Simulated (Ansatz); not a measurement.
# monolayer PbI₂: band-edge transport data

Data:

```yaml
crystal:
  lattice:
    - [4.90337, 0.00000, 0.00000]
    - [-2.45168, 4.24644, 0.00000]
    - [0.00000, 0.00000, 19.74220]
  atoms:
    - { symbol: Pb, position: [0.00000, 0.00000, 0.50000] }
    - { symbol: I, position: [0.33333, 0.66667, 0.58747] }
    - { symbol: I, position: [0.66667, 0.33333, 0.41253] }
```

Calculation: PBE with spin-orbit coupling, rigid bands (plane waves, PAW; Ansatz, an electronic-structure program). Condition of this run: biaxial strain +5 % with spin-orbit coupling. How the cell was made: cell and atoms relaxed with PBE, then loaded as said.

The band gap is 1.60 eV. The electron conductivity mass (300 K, dilute) comes out as 0.37 mₑ, the hole conductivity mass (300 K, dilute) is 2.6 mₑ and the effective density of states N_c (300 K) is 3.9e12 cm⁻². The effective density of states N_v (300 K) is 8.3e13 cm⁻², the Seebeck coefficient, n-type 2.0e12 cm⁻², 300 K is -227 μV/K and the Seebeck coefficient, p-type 2.0e12 cm⁻², 300 K is 511 μV/K.

Rigid bands; masses and Seebeck coefficients take one relaxation time τ for all states and one kind of carrier; polarons and phonon drag are left out.
